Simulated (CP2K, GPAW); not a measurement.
A CP2K input for a self-consistent single point of a (001) slab of La (cut from a parent of space group no. 194; 4 atoms in the cell) (DFT LDA (Pade form), GPW, DZVP-MOLOPT-SR-GTH basis, GTH-PADE potentials (GTH_POTENTIALS)):

```
&GLOBAL
  PROJECT calc
  RUN_TYPE ENERGY_FORCE
  PRINT_LEVEL LOW
&END GLOBAL
&FORCE_EVAL
  METHOD Quickstep
  STRESS_TENSOR ANALYTICAL
  &DFT
    BASIS_SET_FILE_NAME BASIS_MOLOPT_UCL
    POTENTIAL_FILE_NAME GTH_POTENTIALS
    &QS
      METHOD GPW
      EPS_DEFAULT 1E-10
    &END QS
    &MGRID
      CUTOFF 500
      REL_CUTOFF 50
      NGRIDS 5
    &END MGRID
    &SCF
      SCF_GUESS ATOMIC
      EPS_SCF 1E-6
      MAX_SCF 100
      ADDED_MOS 8
      &DIAGONALIZATION
        ALGORITHM STANDARD
      &END DIAGONALIZATION
      &MIXING
        METHOD BROYDEN_MIXING
        ALPHA 0.3
        NBUFFER 12
        BETA 1.5
      &END MIXING
      &SMEAR ON
        METHOD GAUSSIAN
        SIGMA [eV] 0.272
      &END SMEAR
    &END SCF
    &KPOINTS
      SCHEME MONKHORST-PACK 10 10 1
      GAMMA_CENTERED T
    &END KPOINTS
    &XC
      &XC_FUNCTIONAL PADE
      &END XC_FUNCTIONAL
    &END XC
    &PRINT
      &MO
        EIGENVALUES T
        OCCUPATION_NUMBERS T
        NDIGITS 8
        FILENAME mo
        &EACH
          QS_SCF 0
        &END EACH
        ADD_LAST NUMERIC
      &END MO
      &MULLIKEN OFF
      &END MULLIKEN
    &END PRINT
  &END DFT
  &SUBSYS
    &CELL
      A 3.83541200 0.00000000 0.00000000
      B -1.91770600 3.32156400 0.00000000
      C 0.00000000 0.00000000 23.03100000
      PERIODIC XYZ
    &END CELL
    &COORD
      SCALED
      La       0.00000000     0.00000000     0.69606200
      La       0.00000000     0.00000000     0.43464500
      La       0.33333300     0.66666700     0.30393800
      La       0.66666700     0.33333300     0.56535100
    &END COORD
    &KIND La
      BASIS_SET DZVP-MOLOPT-SR-GTH-q11
      POTENTIAL GTH-PADE-q11
    &END KIND
  &END SUBSYS
  &PRINT
    &FORCES ON
    &END FORCES
    &STRESS_TENSOR ON
    &END STRESS_TENSOR
  &END PRINT
&END FORCE_EVAL
```

Question: Write the same calculation as an input for GPAW.

Answer: One input that does it (others would too):

```python
from ase import Atoms
from ase.units import GPa
from gpaw import GPAW

atoms = Atoms(['La', 'La', 'La', 'La'],
              cell=[[3.835412, 0.000000, 0.000000],
                    [-1.917706, 3.321564, 0.000000],
                    [0.000000, 0.000000, 23.031000]],
              positions=[[0.000000, 0.000000, 16.031004],
                         [0.000000, 0.000000, 10.010309],
                         [-0.000002, 2.214377, 6.999996],
                         [1.917708, 1.107187, 13.020599]],
              pbc=True)

calc = GPAW(mode={'name': 'pw', 'ecut': 850},
            xc='LDA',
            kpts={'size': (10, 10, 1), 'gamma': True},
            occupations={'name': 'methfessel-paxton', 'width': 0.272, 'order': 0},
            nbands=-10,
            convergence={'density': 1e-05},
            symmetry={'symmorphic': False, 'tolerance': 0.0005},
            maxiter=120,
            txt='-')

atoms.calc = calc

energy = atoms.get_potential_energy()
print('Energy (eV):', round(energy, 6))
forces = atoms.get_forces()
print('Forces (eV/Ang):')
print(forces.round(5))
stress = atoms.get_stress()
print('Stress (GPa, Voigt):', (stress / GPa).round(4))
```

Basis, cutoffs, solver keys and any potentials are the target program's own. This input uses DFT LDA (Perdew-Wang 92), plane waves, GPAW PAW datasets LDA (gpaw-data 1.0.1). LDA parametrisations can differ slightly between programs.

The starting cell comes from a database of computed structures (which also holds hypothetical and non-ambient phases and stackings), without a prior relaxation at this level. The slab is cut from that crystal, and its faces are unrelaxed. Its lattice was rescaled in the plane by a random factor within 2.5 % of one.
